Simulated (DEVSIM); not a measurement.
## abrupt GaAs p-n junction

Device: abrupt GaAs p-n junction, at 300 K.

| layer (left to right) | material | thickness (μm) | Nd (cm⁻³) | Na (cm⁻³) | τn (s) | τp (s) |
|---|---|---|---|---|---|---|
| 1 | GaAs | 4.00 | - | 2.2e15 | 6e-8 | 6e-8 |
| 2 | GaAs | 8.40 | 1.4e14 | - | 6e-8 | 6e-8 |

Left contact: ohmic. Right contact: ohmic. Voltage is applied to the left contact. Recombination: SRH at mid-gap, radiative, Auger. Mobility is μmin + (μ − μmin)/(1 + (N/Nref)^α).

The device is made up for the run: typed textbook-type constants, with dimensions and the other settings drawn at random. Values at 300 K.

```tsv
parameter	GaAs
gap (eV)	1.424
affinity (eV)	4.07
permittivity	12.9
Nc (cm⁻³)	4.7e17
Nv (cm⁻³)	9e18
μn (cm²/Vs)	8500
μp (cm²/Vs)	400
μn,min	500
μp,min	20
Nref,n	6e16
Nref,p	1.5e17
αn	0.39
αp	0.38
B (cm³/s)	2e-10
Cn (cm⁶/s)	1e-30
Cp (cm⁶/s)	1e-30
```

Model (solved in DEVSIM): 1D drift-diffusion, Boltzmann statistics, complete ionisation; no tunnelling, impact ionisation, image-force lowering or self-heating.

| Property | Result |
|---|---|
| Potential step across the device at zero bias | 0.999 V |
| Largest field in the device at zero bias | 6000 V/cm |
| Dark forward voltage at 1 A/cm² | 0.935 V |
| Dark forward voltage at 100 A/cm² | 1.174 V |

Dark forward current:

| V (V) | J (A/cm²) |
|---|---|
| 0.05 | 1.1e-10 |
| 0.15 | 1.1e-9 |
| 0.25 | 8.8e-9 |
| 0.35 | 6.7e-8 |
| 0.45 | 5.3e-7 |
| 0.55 | 4.6e-6 |
| 0.65 | 5.8e-5 |
| 0.75 | 0.0014 |
| 0.85 | 0.052 |
| 0.95 | 1.7 |
| 1.00 | 6.8 |
| 1.10 | 45 |
| 1.20 | 130 |
| 1.30 | 240 |
| 1.40 | 360 |
| 1.50 | 480 |
| 1.60 | 600 |
| 1.70 | 700 |
| 1.80 | 800 |
| 1.90 | 890 |

Small-signal capacitance in reverse bias (quasi-static):

```tsv
V (V)	C (nF/cm²)
-0.04	3.49
-0.1	3.39
-0.2	3.24
-0.3	3.11
-0.4	2.99
-0.6	2.79
-0.8	2.62
-1	2.49
-1.3	2.31
-1.6	2.17
-2	2.02
```
